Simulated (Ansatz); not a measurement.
# Effect of pressure 0.3 GPa on Mg2Ge

Take Mg₂Ge in the anti-fluorite structure (space group Fm-3m, No. 225; a = 6.421 Å) as the base.

Perturbation: a hydrostatic pressure of 0.3 GPa.

The values are results of DFT with PBE, PAW potentials and a 420 eV plane-wave cutoff in Ansatz (a quantum-chemistry and plane-wave program), no SOC, not measurements. Settings: 9×9×9 k-points, 0.05 eV Fermi–Dirac smearing.

- Volume per atom: 21.93 Å³ (base 22.06 Å³)
- Lattice parameter a: 12.110 bohr (base 12.134 bohr)
- Shortest interatomic distance: 5.244 bohr (base 5.254 bohr)
- Enthalpy H = E + PV relative to the base's energy: +0.04 eV/atom
- Band gap: 0.16 eV (base 0.17 eV)
- Gap character: indirect, Γ → X (base indirect, Γ → X)
- Smallest direct gap: 0.98 eV (base 0.95 eV)
- Electron mass: 0.55 mₑ along k, 0.19 mₑ across (at X) (base 0.55 mₑ along k, 0.19 mₑ across (at X))
- Hole mass (degenerate bands, along [100]): 0.073, 0.34, 0.34 mₑ (at Γ) (base 0.071, 0.35, 0.35 mₑ (at Γ))
- Valley order (the lowest conduction-band minima on the path, energy above the VBM, named in the base's zone): X along ⟨100⟩ 0.16 eV; L along ⟨111⟩ 0.96 eV; Γ 0.98 eV (base X along ⟨100⟩ 0.17 eV; L along ⟨111⟩ 0.94 eV; Γ 0.95 eV)

Final structure:

```yaml
crystal:
  lattice:
    - [0.00000, 3.20425, 3.20425]
    - [3.20425, 0.00000, 3.20425]
    - [3.20425, 3.20425, 0.00000]
  atoms:
    - { symbol: Ge, position: [0.00000, 0.00000, 0.00000] }
    - { symbol: Mg, position: [0.25000, 0.25000, 0.25000] }
    - { symbol: Mg, position: [0.75000, 0.75000, 0.75000] }
```

Load acts through the strain it causes; cell and atoms are relaxed under it. Masses are band curvatures over ±0.01 Å⁻¹ around the edge. Along k means along the line from Γ to the band edge. Whether these cells are dynamically stable was not tested. The zero or small gap of Mg2Ge can change with the level of theory.
